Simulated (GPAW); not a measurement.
A working GPAW input for SiO2 (P2_1, 12 atoms in the cell) (DFT LDA (Perdew-Wang 92), plane waves, GPAW PAW datasets LDA (gpaw-data 1.0.1)):

```python
from ase import Atoms
from ase.units import GPa
from gpaw import GPAW

atoms = Atoms(['Si', 'Si', 'Si', 'Si', 'O', 'O', 'O', 'O', 'O', 'O', 'O', 'O'],
              cell=[[5.145306, 0.000000, 0.000000],
                    [0.000000, 8.397002, 0.000000],
                    [-2.530645, 0.000000, 4.525144]],
              scaled_positions=[[0.622420, 0.938790, 0.352390],
                                [0.377580, 0.438790, 0.647610],
                                [0.289100, 0.063580, 0.685680],
                                [0.710900, 0.563580, 0.314320],
                                [0.938630, 0.026640, 0.529060],
                                [0.061370, 0.526640, 0.470940],
                                [0.440820, 0.012240, 0.026410],
                                [0.559180, 0.512240, 0.973590],
                                [0.563710, 0.465110, 0.476240],
                                [0.436290, 0.965110, 0.523760],
                                [0.333520, 0.251140, 0.665980],
                                [0.666480, 0.751140, 0.334020]],
              pbc=True)

calc = GPAW(mode={'name': 'pw', 'ecut': 900},
            xc='LDA',
            kpts={'size': (3, 2, 3), 'gamma': True},
            occupations={'name': 'fermi-dirac', 'width': 0.0},
            nbands=-6,
            convergence={'density': 1e-05, 'energy': 1e-05, 'bands': -4},
            symmetry={'symmorphic': False, 'tolerance': 0.0005},
            maxiter=100)

atoms.calc = calc

energy = atoms.get_potential_energy()
print('Energy (eV):', round(energy, 6))
forces = atoms.get_forces()
print('Forces (eV/Ang):')
print(forces.round(5))
stress = atoms.get_stress()
print('Stress (GPa, Voigt):', (stress / GPa).round(4))
```

The run converged in 35 iterations: free energy E − TS (from the program's reference atoms) -104.5762 eV; top of the valence band (on the code's own zero) -0.71 eV; gap on the k-point mesh 5.33 eV; largest force (vector length) 0.134 eV/Å. Each of these slips is then made, one at a time:

(1)
```diff
-            convergence={'density': 1e-05, 'energy': 1e-05, 'bands': -4},
+            converge={'density': 1e-05, 'energy': 1e-05, 'bands': -4},
```

(2)
```diff
-                                [0.333520, 0.251140, 0.665980],
-                                [0.666480, 0.751140, 0.334020]],
+                                [0.333520, 0.251140, 0.665980]],
```

Question: What happens in each case?

Answer: 
(1) A keyword that the program does not know. The program stopped before any SCF iteration, with the message: TypeError: Unknown GPAW parameter: converge.

(2) An atom count that does not match the list of atoms. The program stopped before any SCF iteration, with the message: ValueError: Array "positions" has wrong length: 11 != 12..

The starting cell comes from a database of computed structures (which also holds hypothetical and non-ambient phases and stackings), without a prior relaxation at this level. Its lattice was rescaled by a random factor within 2.5 % of one.

Left out of this page: 2 runs of the series held back from this collection; 3 runs of the series outside the window shown, repeating another row's setting, or not comparable.
